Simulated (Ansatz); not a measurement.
The reference is SnS₂ in the 2H-MoS2 type structure (space group P6_3/mmc, No. 194; a = 3.561 Å, c = 11.148 Å; a hypothetical phase, not in the database extracts checked; layered, stacked along the Cartesian z axis).

All numbers come from PBEsol-D3(BJ) (Ansatz, an electronic-structure program, PAW, spin-orbit coupling left out).

Free-standing slabs (3 atom(s) a layer) normal to the stacking axis with 15 Å of vacuum; in-plane cell relaxed.

One change was made to it. Results:

| quantity | base | after |
|---|---|---|
| excess energy per area of both faces (slab less bulk energy over the cell's area: twice a surface energy) (uncertain by up to 0.09 J/m²) | – | 0.6 J/m² |
| in-plane lattice parameter a | 3.561 Å | 3.544 Å |
| band gap | zero | 0.38 eV |

Problem. Which change produced these results?
A. 2 layers
B. 3 layers
C. 4 layers
D. 1 layer

Solution. A, 2 layers. For comparison, the band gap in the other runs: 3 layers gives zero; 1 layer gives 0.73 eV; 4 layers gives zero.

The excess energy carries the mismatch between the slab's and the bulk's meshes. Whether these cells are dynamically stable was not tested. The final runs are not spin-polarised. The zero or small gap of SnS2 can change with the level of theory.
